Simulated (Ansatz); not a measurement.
# GaSb: response to strain

Take GaSb in the zinc blende structure (space group F-43m, No. 216) as the base.

```xyz
2
Lattice="0.0000 3.0662 3.0662 3.0662 0.0000 3.0662 3.0662 3.0662 0.0000" Properties=species:S:1:pos:R:3 pbc="T T T"
Ga     0.0000     0.0000     0.0000
Sb     1.5331     1.5331     1.5331
```

Cartesian axes are those of the cell as printed.

Strains are applied to the cell and any free atomic positions relax.

Calculations: r2SCAN/PAW in Ansatz (a quantum-chemistry and plane-wave program), no SOC.

Candidates:
(a) uniaxial strain ε_zz = +0.50 %
(b) uniaxial strain ε_zz = +1.50 %
(c) uniaxial strain ε_zz = +2.50 %

Before the change:

The band gap is 0.41 eV.

Question: Order them by band gap, highest first.

Answer: (a) uniaxial strain ε_zz = +0.50 % (0.36 eV), (b) uniaxial strain ε_zz = +1.50 % (0.27 eV), (c) uniaxial strain ε_zz = +2.50 % (0.17 eV)

Spin-orbit coupling, missing from the scalar runs, can matter with Sb. Stability against distortions was not tested. The zero or small gap of GaSb under uniaxial strain ε_zz = +1.50 % and GaSb under uniaxial strain ε_zz = +2.50 % can change with the level of theory.
